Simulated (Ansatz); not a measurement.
Consider BaBi3 in the Cu3Au type structure (space group Pm-3m, No. 221; a cell from a computed database, its experimental status unchecked).

```xyz
4
Lattice="5.0629 0.0000 0.0000 0.0000 5.0629 0.0000 0.0000 0.0000 5.0629" Properties=species:S:1:pos:R:3 pbc="T T T"
Ba     0.0000     0.0000     0.0000
Bi     0.0000     2.5315     2.5315
Bi     2.5315     0.0000     2.5315
Bi     2.5315     2.5315     0.0000
```

Levels (all Ansatz, a quantum-chemistry and plane-wave program, PAW): PBEsol (420 eV, scalar-relativistic without spin-orbit coupling); PBEsol+SOC (420 eV, with spin-orbit coupling).

The geometry is relaxed with PBEsol.

```
Item               Value
---------------  -------
PBEsol pressure  0.0 GPa
```

Task: Predict the pressure from PBEsol+SOC.

Result: The pressure goes from zero to 0.6 GPa.

Single points use the geometry relaxed with PBEsol. Differences between runs with and without spin-orbit coupling are approximate. Whether these cells are dynamically stable was not tested.
